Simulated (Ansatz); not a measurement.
```xyz
104
Lattice="5.3591 0.0000 0.0000 0.0000 10.1291 0.0586 -0.0002 5.2018 23.5034" Properties=species:S:1:pos:R:3 pbc="T T T"
Si     4.2301     5.2630     1.1278
Si     4.0830    10.3275     1.1571
Si     0.5651     2.7219     1.1175
Si     2.3889     7.7865     1.1467
C      4.2037     3.4096     1.1333
C      4.1095     8.4742     1.1625
C      0.4554     0.8708     1.1358
C      2.4985     5.9354     1.1650
Si     1.5118     5.2493     2.5924
Si     1.4422    10.3138     2.6217
Si     3.2443     2.7237     2.5796
Si     5.0688     7.7883     2.6089
C      1.4938     3.3741     2.6099
C      1.4603     8.4386     2.6392
C      3.1935     0.8432     2.6096
C      5.1196     5.9078     2.6389
Si     4.1777     5.2530     4.1529
Si     4.1355    10.3176     4.1822
Si     0.5781     2.7181     4.1375
Si     2.3759     7.7827     4.1668
C      4.1595     3.3571     4.1311
C      4.1536     8.4217     4.1604
C      0.5566    10.9466     4.1794
C      2.3974     5.8820     4.1501
Si     1.4910     5.2455     5.6913
Si     1.4630    10.3100     5.7207
Si     3.2624     2.7136     5.6767
Si     5.0507     7.7781     5.7060
C      1.4783     3.3471     5.6833
C      1.4757     8.4117     5.7126
C      3.2475    10.9385     5.7299
C      5.0657     5.8739     5.7007
Si     4.1682     5.2371     7.2401
Si     4.1450    10.3016     7.2693
Si     0.5833     2.7042     7.2257
Si     2.3707     7.7687     7.2550
C      4.1578     3.3388     7.2290
C      4.1554     8.4033     7.2583
C      0.5713    10.9286     7.2732
C      2.3827     5.8641     7.2438
Si     1.4912     5.2274     8.7897
Si     1.4629    10.2919     8.8190
Si     3.2627     2.6957     8.7744
Si     5.0505     7.7603     8.8037
C      1.4785     3.3290     8.7749
C      1.4756     8.3936     8.8042
C      3.2472    10.9208     8.8152
C      5.0659     5.8562     8.7859
Si     4.1786     5.2178    10.3271
Si     4.1346    10.2824    10.3564
Si     0.5789     2.6815    10.3137
Si     2.3752     7.7461    10.3430
C      4.1606     3.3216    10.3269
C      4.1526     8.3862    10.3562
C      0.5562    10.9100    10.3675
C      2.3979     5.8454    10.3382
Si     1.5128     5.1950    11.8904
Si     1.4413    10.2596    11.9197
Si     3.2456     2.6718    11.8716
Si     5.0676     7.7363    11.9009
C      1.4944     3.3196    11.8484
C      1.4598     8.3842    11.8777
C      3.1921    10.9214    11.8756
C      5.1211     5.8568    11.8463
Si     4.2372     5.1976    13.3534
Si     4.0760    10.2622    13.3828
Si     0.5670    12.7769    13.3920
Si     2.3873     7.7123    13.3627
C      4.2093     3.3437    13.3232
C      4.1041     8.4084    13.3526
C      0.4519    10.9258    13.3547
C      2.5022     5.8612    13.3254
Pt     4.0059     3.1000    15.4020
Pt     1.3674     3.1006    15.4838
Pt    -0.0870     5.6277    15.4435
Pt     2.5504     5.5828    15.4312
Pt     4.3075     8.1648    15.4318
Pt     1.5870     8.1651    15.5129
Pt     0.4041    10.6476    15.4604
Pt     3.0414    10.6925    15.4729
Pt     1.5417    11.5779    17.8597
Pt     4.2255    11.6317    17.8370
Pt     2.8040     4.0124    17.7932
Pt     0.1164     4.0160    17.8241
Pt     1.4127     6.5137    17.8303
Pt     4.0881     6.5666    17.8078
Pt     2.8390     9.0803    17.8527
Pt     0.1513     9.0770    17.8229
Pt     4.1024     9.9706    20.1638
Pt     1.4230    10.0206    20.1594
Pt     0.1882    12.5355    20.1860
Pt     2.8782    12.5115    20.1611
Pt     4.2117     4.9059    20.1348
Pt     1.5320     4.9563    20.1300
Pt     0.0763     7.4469    20.1318
Pt     2.7663     7.4714    20.1567
Pt     1.3440     8.3668    22.4550
Pt     3.9912     8.3349    22.5581
Pt     2.5522    10.8431    22.5722
Pt    -0.0845    10.8631    22.5383
Pt     1.6103    13.4314    22.4840
Pt     4.3222    13.3996    22.5874
Pt     3.0385     5.7986    22.5087
Pt     0.4018     5.7785    22.5429
```

The first 72 atoms are the substrate (SiC-4H), the rest the film (Pt).

The numbers are results of PBE (plane waves to 420 eV, PAW; Ansatz, a quantum-chemistry and plane-wave program), not measurements. Scalar-relativistic, without spin–orbit coupling; the runs are not spin-polarised; PBE gaps are too small against experiment. Its k-point mesh 5×3×1, Fermi–Dirac width 0.05 eV.

Problem. Describe the bonding at the interfaces and give the barriers.

Solution. A periodic stack without vacuum, fcc Pt (1 1 1) on 4H silicon carbide (1 1 0) (film strained to the substrate, started from cuts of the bulks and a machine-learned relaxation): substrate slab Si36C36, film Pt32, surface cells [[0, -1], [1, 0]] and [[0, -2], [4, -2]], film strained by -4.5 and +4.2 %, outermost planes CSi/CSi and Pt/Pt as cut, which need not be the usual terminations and can put a slab off its formula.
| Item | Result |
|---|---|
| interface area | 54.3 Å² |
| period | 23.47 Å |
| gaps between the outermost planes at the two interfaces | 2.06 and 2.06 Å |
| Pt–Si contacts across the interfaces within 1.22 times the sum of covalent radii | 24, mean 2.70 Å |
| C–Pt contacts across the interfaces within 1.22 times the sum of covalent radii | 8, mean 2.11 Å |
| hole barrier (PBE) | 0.50 eV |
| electron barrier (PBE) | 1.72 eV |
